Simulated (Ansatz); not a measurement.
Start from TiO$_{2}$ in the anatase structure (space group I4_1/amd, No. 141).

```yaml
crystal:
  lattice:
    - [-1.89941, 1.89941, 4.85035]
    - [1.89941, -1.89941, 4.85035]
    - [1.89941, 1.89941, -4.85035]
  atoms:
    - { symbol: Ti, position: [0.75000, 0.25000, 0.50000] }
    - { symbol: Ti, position: [0.00000, 0.00000, 0.00000] }
    - { symbol: O, position: [0.54355, 0.04355, 0.50000] }
    - { symbol: O, position: [0.79355, 0.79355, 0.00000] }
    - { symbol: O, position: [0.20645, 0.20645, 0.00000] }
    - { symbol: O, position: [0.95645, 0.45645, 0.50000] }
```

All numbers come from plane-wave PAW DFT at the PBE level (Ansatz, a program for electronic structure, 420 eV), no spin-orbit coupling.

Base values:

* **Lattice parameter a**: 3.799 Å
* **Smallest direct gap**: 2.43 eV
* **c/a ratio**: 2.554

The change: cell and atoms relaxed at a pressure of 2.1 GPa.

Problem. Predict the new lattice parameter a.

Solution. The lattice parameter a drops by 0.008 Å (3.799 Å → 3.791 Å).

Problem. Estimate the effect on the smallest direct gap.

Solution. The smallest direct gap goes up by 0.014 eV, from 2.43 eV to 2.45 eV.

Problem. What does the calculation give for the c/a ratio after the change?

Solution. The c/a ratio drops by 0.0152 (2.554 → 2.538).

Load acts through the strain it causes; cell and atoms are relaxed under it. No phonon test of stability was made. All final runs are without spin polarisation.
